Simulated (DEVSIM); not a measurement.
System: abrupt GaP n-p junction, at 250 K.

Layer 1 from the left is GaP, thickness (μm) 73.0, Nd (cm⁻³) 1.9e18, τn (s) 2.5e-6, τp (s) 2.5e-6. Layer 2 from the left is GaP, thickness (μm) 3.30, Na (cm⁻³) 1.1e15, τn (s) 2.5e-6, τp (s) 2.5e-6.

Left contact: ohmic. Right contact: ohmic. Voltage is applied to the left contact. Recombination: SRH at mid-gap. Mobility is μmin + (μ − μmin)/(1 + (N/Nref)^α).

The device is made up for the run: typed textbook-type constants, with dimensions and the other settings drawn at random. Values at 300 K; Nc and Nv go as T^1.5, mobilities as T to minus their exponent, the gap by Varshni's rule with the affinity fixed.

GaP: gap (eV) 2.26, affinity (eV) 3.8, permittivity 11.1, Nc (cm⁻³) 1.8e19, Nv (cm⁻³) 1.9e19, μn (cm²/Vs) 250, μp (cm²/Vs) 150, μn,min 10, μp,min 10, Nref,n 4.4e18, Nref,p 1e18, αn 0.8, αp 0.85, T exponent of μn 1.6, T exponent of μp 1.98, Varshni α (eV/K) 0.00058, Varshni β (K) 372.

Model (solved in DEVSIM): 1D drift-diffusion, Boltzmann statistics, complete ionisation; no tunnelling, impact ionisation, image-force lowering or self-heating.

Dark forward current:

| |V| (V) | |J| (A/cm²) |
|---|---|
| 1.00 | 3.190e-13 |
| 1.05 | 1.051e-12 |
| 1.10 | 3.469e-12 |
| 1.15 | 1.149e-11 |
| 1.20 | 3.821e-11 |
| 1.25 | 1.282e-10 |
| 1.30 | 4.389e-10 |
| 1.35 | 1.576e-9 |
| 1.40 | 6.350e-9 |
| 1.45 | 3.184e-8 |
| 1.50 | 2.114e-7 |
| 1.55 | 1.750e-6 |
| 1.60 | 1.624e-5 |
| 1.65 | 0.0001579 |
| 1.70 | 0.001558 |
| 1.75 | 0.01540 |
| 1.80 | 0.1493 |
| 1.85 | 1.289 |
| 1.90 | 7.957 |
| 1.95 | 33.34 |
| 2.00 | 103.3 |
| 2.05 | 245.7 |
| 2.10 | 465.7 |
| 2.15 | 747.4 |
| 2.20 | 1072 |
| 2.25 | 1428 |

Problem. Work out the local ideality factor n = ΔV / (kT/q · ln(J2/J1)) between the rows 1.00 and 1.05 V, 1.70 and 1.75 V, 2.20 and 2.25 V.

Solution. kT/q = 21.54 mV. From 1.00 to 1.05 V: ln(1.051e-12/3.190e-13) = 1.192, n = 1.95, near the 2 of recombination in the depletion region. From 1.70 to 1.75 V: ln(0.01540/0.001558) = 2.291, n = 1.01, near the 1 of diffusion or emission over a barrier. From 2.20 to 2.25 V: ln(1428/1072) = 0.287, n = 8.10.

Problem. Estimate the current at 1.65 V from the Shockley equation with J0 = Σ q ni² D/(N L) coth(W/L), τ joining the SRH, radiative and Auger lifetimes that are on, and W taken as the whole layer.

Solution. ni² = 2.18e-8 cm⁻⁶; holes in the n layer: μ = 88.0 cm²/Vs, D = 1.90 cm²/s, τ = 2.50e-6 s, L = 21.8 μm, W/L = 3.4, term 1.61e-42 A/cm²; electrons in the p layer: μ = 334 cm²/Vs, D = 7.20 cm²/s, τ = 2.50e-6 s, L = 42.4 μm, W/L = 0.078, term 6.95e-38 A/cm². J0 = 6.95e-38 A/cm², and J = J0 exp(qV/kT) = 0.000129 A/cm². The simulation gives 0.000158 A/cm²; the estimate lies 19 % below. The estimate leaves out recombination in the depletion region and that region's share of W.
